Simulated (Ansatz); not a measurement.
Reference: MgO (Fm-3m), PBEsol, rigid bands (plane waves, PAW, scalar-relativistic; Ansatz, an electronic-structure program); axes and stresses refer to this cell.

```
CELL_PARAMETERS angstrom
      0.00000     2.10703     2.10703
      2.10703     0.00000     2.10703
      2.10703     2.10703     0.00000
ATOMIC_POSITIONS crystal
  Mg 0.00000 0.00000 0.00000
  O  0.50000 0.50000 0.50000
```

The electron conductivity mass is 0.35 mₑ, the Seebeck coefficient, p-type 1e19 cm⁻³ comes out as 507 μV/K and the band gap is 4.62 eV.

Task: Change: uniaxial stress zz = -3 GPa (compression positive). What happens to electron conductivity mass, Seebeck coefficient, p-type 1e19 cm⁻³, band gap?

Result: electron conductivity mass moves little, to 0.35 mₑ; Seebeck coefficient, p-type 1e19 cm⁻³ moves little, to 493 μV/K; band gap moves little, to 4.53 eV.

Task: Change: uniaxial stress zz = 3 GPa (compression positive). What happens to electron conductivity mass, Seebeck coefficient, p-type 1e19 cm⁻³, band gap?

Result: electron conductivity mass moves little, to 0.35 mₑ; Seebeck coefficient, p-type 1e19 cm⁻³ moves little, to 496 μV/K; band gap moves little, to 4.67 eV.

Masses are for dilute carriers at 300 K, harmonic means over directions unless an axis is named. Seebeck coefficients are for the stated density at 300 K, with one relaxation time for all states and whether or not that doping can be reached. Spin-orbit coupling is left out unless a row names it. Stresses and pressures are the targets of the relaxation.  The structure type is held under load, also where the real crystal would transform.
